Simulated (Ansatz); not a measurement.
## GaN (P6_3mc): band-edge transport data

```
CELL_PARAMETERS angstrom
      3.28402     0.00000     0.00000
     -1.64201     2.84404     0.00000
      0.00000     0.00000     5.10611
ATOMIC_POSITIONS crystal
  Ga 0.33333 0.66667 0.99549
  Ga 0.66667 0.33333 0.49549
  N  0.33333 0.66667 0.37951
  N  0.66667 0.33333 0.87951
```

Method: PBE with spin-orbit coupling, rigid bands (plane waves, PAW; Ansatz, a first-principles code). Condition of this run: biaxial stress in the c plane of -12 GPa (compression positive) (the target of the relaxation). Cell: cell and atoms relaxed with PBEsol, then loaded as said.

```yaml
band_gap: 1.53 eV
electron conductivity mass (300 K, dilute): 0.163 (x), 0.163 (y), 0.157 (z) mₑ
hole conductivity mass (300 K, dilute): 1.83 (x), 1.83 (y), 0.31 (z) mₑ
effective density of states N_c (300 K): 1.6e18 cm⁻³
effective density of states N_v (300 K): 2.5e19 cm⁻³
density_of_states_mass_electrons: 0.157 mₑ
density_of_states_mass_holes: 0.99 mₑ
Seebeck coefficient, n-type 1e19 cm⁻³, 300 K: -95 μV/K
best n-type power factor at 300 K for τ = 10 fs (best axis; densities from 1e16 to 1e21 cm⁻³ tried, whether or not they can be reached): 1.53 μW/(cm·K²) at 3e18 cm⁻³
Seebeck coefficient, p-type 1e19 cm⁻³, 300 K: 302 μV/K
```

Rigid bands; masses and Seebeck coefficients take one relaxation time τ for all states and one kind of carrier; polarons and phonon drag are left out. Geometry: cell and atoms relaxed with PBEsol.
